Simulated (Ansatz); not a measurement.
# Mo: pressure series

Take Mo in the bcc (W type) structure (space group Im-3m, No. 229) as the base.

```
CELL_PARAMETERS angstrom
     -1.58038     1.58038     1.58038
      1.58038    -1.58038     1.58038
      1.58038     1.58038    -1.58038
ATOMIC_POSITIONS crystal
  Mo 0.00000 0.00000 0.00000
```

Cell and atoms are relaxed at each pressure.

The values are results of Ansatz (a program for electronic structure), PBE, PAW, cutoff 420 eV, no SOC, earlier PAW set, not measurements.

Notes on the quantities. enthalpy: H = E + PV relative to the base's energy.

```
variant                enthalpy      density
----------------  -------------  -----------
base                          –  10.09 g/cm³
pressure −2 GPa   -0.20 eV/atom  10.01 g/cm³
pressure −1 GPa   -0.10 eV/atom  10.05 g/cm³
pressure 3 GPa    +0.29 eV/atom  10.21 g/cm³
pressure 7 GPa    +0.68 eV/atom  10.35 g/cm³
pressure 15 GPa   +1.44 eV/atom  10.63 g/cm³
pressure 30 GPa   +2.81 eV/atom  11.09 g/cm³
pressure 50 GPa   +4.56 eV/atom  11.64 g/cm³
pressure 75 GPa   +6.64 eV/atom  12.24 g/cm³
pressure 100 GPa  +8.63 eV/atom          [?]
```

**Question.** Complete the table.

**Answer.** 
- pressure 100 GPa, density: 12.79 g/cm³

Load acts through the strain it causes; cell and atoms are relaxed under it. Stability against distortions was not tested. No other phases were tried under pressure. The final runs are not spin-polarised.
